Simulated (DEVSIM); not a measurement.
Structure: abrupt Si n-p junction, at 300 K.

Layer 1 from the left is Si, thickness (μm) 0.120, Nd (cm⁻³) 1.8e15, τn (s) 3.2e-5, τp (s) 3.2e-5. Layer 2 from the left is Si, thickness (μm) 21.0, Na (cm⁻³) 3.2e15, τn (s) 3.2e-5, τp (s) 3.2e-5.

Left contact: ohmic. Right contact: ohmic. Voltage is applied to the left contact. Recombination: SRH at mid-gap, Auger. Mobility is constant in doping.

Constants are typed, rounded textbook-type inputs, not results; the design itself was drawn at random and stands for no fabricated device. Values at 300 K.

Si: gap (eV) 1.124, affinity (eV) 4.05, permittivity 11.7, Nc (cm⁻³) 2.86e19, Nv (cm⁻³) 3.1e19, μn (cm²/Vs) 1417, μp (cm²/Vs) 470, Cn (cm⁶/s) 2.8e-31, Cp (cm⁶/s) 9.9e-32.

DEVSIM, 1D drift-diffusion, Boltzmann statistics, complete ionisation; no tunnelling, impact ionisation, image-force lowering or self-heating.

Problem. What does the simulation give for the largest field in the device at zero bias, the dark forward voltage at 1 A/cm², the potential step across the device at zero bias, the dark forward voltage at 100 A/cm²?

Solution. largest field in the device at zero bias 20000 V/cm; dark forward voltage at 1 A/cm² 0.454 V; potential step across the device at zero bias 0.637 V; dark forward voltage at 100 A/cm² 1.268 V.
